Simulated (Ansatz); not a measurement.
Start from CuI in the zinc blende structure (space group F-43m, No. 216; a = 5.9393 Å).

Level of theory: PBEsol, PAW, 420 eV (Ansatz, a first-principles code; without spin-orbit coupling).

One change was made to it. Results:

```json
[
 {"quantity": "hole mass (degenerate bands, along [100])", "base": "0.20, 0.64, 0.64 mₑ (at Γ)", "after": "0.20, 0.55, 0.55 mₑ (at Γ)"},
 {"quantity": "shortest interatomic distance", "base": "257.2 pm", "after": "250.8 pm"},
 {"quantity": "band gap", "base": "1.17 eV", "after": "1.40 eV"}
]
```

Q: Which change produced these results?
(A) pressure 0.9 GPa
(B) pressure 4.5 GPa
(C) pressure 30 GPa
(D) pressure −2 GPa

A: B, pressure 4.5 GPa. For comparison, the band gap in the other runs: pressure −2 GPa gives 1.05 eV; pressure 30 GPa gives 1.75 eV; pressure 0.9 GPa gives 1.22 eV.

With I present, leaving out spin-orbit coupling can change the band edges. Load acts through the strain it causes; cell and atoms are relaxed under it. Masses are band curvatures over ±0.01 Å⁻¹ around the edge. No phonon test of stability was made. Tetrahedral semiconductors of this kind turn to denser phases somewhere between about 1 and 50 GPa; those were not computed, so compressed cells here can lie past the real transition. The final runs are not spin-polarised.
